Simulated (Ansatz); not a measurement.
## A computed series for TiO2: pressure series

Take TiO₂ in the anatase structure (space group I4_1/amd, No. 141; a = 3.7984 Å, c = 9.7038 Å) as the base.

Cell and atoms are relaxed at each pressure.

Calculations: PBE (Ansatz, a program for electronic structure), no SOC, earlier PAW set.

Candidates:
(a) pressure −1 GPa
(b) pressure 9 GPa
(c) pressure −2 GPa
(d) pressure 4.2 GPa

Base values:

- c/a ratio: 2.555

Order them by c/a ratio, lowest first.

(b) pressure 9 GPa (2.483), (d) pressure 4.2 GPa (2.523), (a) pressure −1 GPa (2.562), (c) pressure −2 GPa (2.569)

Load acts through the strain it causes; cell and atoms are relaxed under it. Whether these cells are dynamically stable was not tested. No other phases were tried under pressure. All final runs are without spin polarisation.
